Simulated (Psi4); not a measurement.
Psi4 1.11, unrestricted TPSS/def2-svp: Mn(SH)(acac) (CC1=CC(C)=[O]->[Mn]([SH])[O]1), charge 0, multiplicity 6, 17 atoms. The geometry is a generated start, not checked to be a minimum at this level.

| Property | Value |
|---|---|
| task | energy |
| method | tpss |
| basis | def2-svp |
| memory | 3 GB |
| maxiter | 100 |
| keys of the molecule block | symmetry c1 |
| scf_type | df (default) |
| e_convergence | 1e-06 (default) |
| d_convergence | 1e-06 (default) |
| dft_radial_points | 75 (default) |
| dft_spherical_points | 302 (default) |
| basis functions | 187 |
| grid points | 361110 |

```xyz
17

Mn    -0.0493     2.3173    -0.2564
S     -0.3313     4.4916    -0.3669
H     -0.6953     4.8685     0.8494
C      0.5218    -1.2796    -2.4490
C      0.2802    -0.3663    -1.2723
C      0.0771    -0.9366    -0.0084
C     -0.1741    -0.2120     1.1617
C     -0.3385    -0.9627     2.4601
O     -0.2779     1.0527     1.2118
O      0.2764     0.8788    -1.5048
H      0.5442    -2.3234    -2.1555
H     -0.2674    -1.1248    -3.1835
H      1.4630    -1.0079    -2.9227
H      0.1197    -2.0106     0.0637
H     -1.3239    -0.7515     2.8723
H     -0.2222    -2.0317     2.3239
H      0.3975    -0.6018     3.1766
```

Charge 0 and multiplicity 6 are set for this test and not shown to be the ground state.

With the defaults (scf_initial_accelerator = adiis, diis_max_vecs = 10, diis = true, damping_percentage = 0, guess = auto, which took SAD, diis_start = 1, level_shift = 0, level_shift_cutoff = 0.01) it converges in 18 SCF iterations. One run each on 2 threads, with these changes:
- scf_initial_accelerator = none, diis = false, damping_percentage = 60
- diis_start = 4
- level_shift = 0.1, level_shift_cutoff = 0.001
- diis_max_vecs = 6
- scf_initial_accelerator = ediis
- guess = sap
- guess = gwh
- scf_initial_accelerator = none
- diis_max_vecs = 3

**Question.** Name the settings that don't reach the solution of the defaults.

**Answer.** No convergence: scf_initial_accelerator = none; diis_max_vecs = 3; scf_initial_accelerator = none, diis = false, damping_percentage = 60 (the run ends without SCF convergence in 100 iterations). The rest reach the solution of the defaults.

```
setting                                                                SCF iterations             end
---------------------------------------------------------------------  --------------  --------------
scf_initial_accelerator = ediis                                                    17   same solution
the defaults                                                                       18   same solution
diis_max_vecs = 6                                                                  20   same solution
guess = gwh                                                                        22   same solution
guess = sap                                                                        27   same solution
diis_start = 4                                                                     83   same solution
level_shift = 0.1, level_shift_cutoff = 0.001                                      88   same solution
scf_initial_accelerator = none                                                    100  no convergence
diis_max_vecs = 3                                                                 100  no convergence
scf_initial_accelerator = none, diis = false, damping_percentage = 60             100  no convergence
```

2 further runs of the study ended by our limits or in an error and are left out.
